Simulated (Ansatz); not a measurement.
# Short convergence ladders for Ta₃W (Fm-3m, 4 atoms in the cell)

```yaml
crystal:
  lattice:
    - [0.00000, 3.25084, 3.25084]
    - [3.25084, 0.00000, 3.25084]
    - [3.25084, 3.25084, 0.00000]
  atoms:
    - { symbol: Ta, position: [0.25000, 0.25000, 0.25000] }
    - { symbol: Ta, position: [0.75000, 0.75000, 0.75000] }
    - { symbol: Ta, position: [0.50000, 0.50000, 0.50000] }
    - { symbol: W, position: [0.00000, 0.00000, 0.00000] }
```

Base method: LDA (PW92), PAW files made with PBE (plane waves; Ansatz, an electronic-structure program).

Base settings: basis.ecutwfc = 420 eV; kpoints.mp_grid.grid = 9 9 9; hamiltonian.xc = lda; hamiltonian.pseudopotentials = {kind: paw} (the program's default PAW files); scf.occupations.method = gaussian; scf.occupations.width = 0.1 eV.

Core times come from one kind of shared machine, to one figure; runs under 30 s give none.

**Zone-centre phonons against the cutoff**

In this ladder: phonons.method = dfpt.

The mesh stays at the base's, so the ladder's end is converged at best in this setting alone.

Frequencies are those of the unrelaxed cell, without the LO-TO term of polar crystals.

Only quantities that move along the ladder and can be compared are tabulated.

| basis.ecutwfc | highest zone-centre frequency (cm⁻¹) | lowest optical frequency (cm⁻¹) | core time / last (rough) |
|---|---|---|---|
| 210 eV | 171.5 | 145.9 | – |
| 250 eV | 182.0 | 141.2 | – |
| 295 eV | 176.0 | 140.3 | – |
| 355 eV | 175.8 | 140.3 | – |
| 420 eV | 175.8 | 140.3 | 0.5 |
| 505 eV | 175.8 | 140.3 | 0.7 |
| 630 eV | 175.8 | 140.3 | 1 |

Coarsest basis.ecutwfc that holds the lowest optical frequency within 2 cm⁻¹ of the last step, with all finer ones: 250 eV; the step before is off by 5.7 cm⁻¹.

Coarsest basis.ecutwfc that holds the highest zone-centre frequency within 2 cm⁻¹ of the last step, with all finer ones: 295 eV; the step before is off by 6.2 cm⁻¹.

**The force threshold of a relaxation**

On Ta₃W (I4mm, 4 atoms in the cell): one atom moved by 0.15 angstrom.

In this ladder: relax = atoms.

The mesh stays at the base's, so the ladder's end is converged at best in this setting alone.

Only quantities that move along the ladder and can be compared are tabulated.

| relax.f_tol | largest force left (eV/Å) | relaxation steps |
|---|---|---|
| 0.2 eV/Å | 0.0147 | 4 |
| 0.1 eV/Å | 0.0141 | 4 |
| 0.05 eV/Å | 0.0138 | 4 |
| 0.03 eV/Å | 0.0137 | 4 |
| 0.02 eV/Å | 0.0137 | 4 |
| 0.01 eV/Å | 0.0001 | 5 |
| 0.005 eV/Å | 0.0001 | 5 |
| 0.002 eV/Å | 0.0001 | 5 |
| 0.001 eV/Å | 0.0001 | 5 |

Coarsest relax.f_tol that holds the largest force left within 0.005 eV/Å of the last step, with all finer ones: 0.01 eV/Å; the step before is off by 0.014 eV/Å.

On the base run: the starting cell comes from a database of computed structures (which also holds hypothetical and non-ambient phases and stackings), without a prior relaxation at this level. Its lattice was rescaled by up to half a per cent. Spin polarisation is off. In the base run, with a pressure of about -7 GPa the cell is away from its equilibrium volume at this level.

Keys are those of Ansatz 0.2.
